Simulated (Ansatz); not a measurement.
The reference is Pd in the fcc (Cu type) structure (space group Fm-3m, No. 225; relaxed with 0.1 eV smearing).

```xyz
1
Lattice="0.0000 1.9207 1.9207 1.9207 0.0000 1.9207 1.9207 1.9207 0.0000" Properties=species:S:1:pos:R:3 pbc="T T T"
Pd     0.0000     0.0000     0.0000
```

Cartesian axes are those of the cell as printed.

Computed with LDA/PAW in Ansatz (an electronic-structure program), no SOC.

Perturbation: uniaxial strain ε_zz = +1.00 %, all other strain components held at zero; the atoms relax in the strained cell.

Task: Estimate the effect on the energy relative to the base and stress.

Result: The energy rises by 1.2 meV/atom; the stress (xx, yy, zz, yz, xz, xy; compression positive) amounts to (-1.9, -1.9, -2.7, 0.0, 0.0, 0.0) GPa.

Whether these cells are dynamically stable was not tested. The final runs are not spin-polarised.
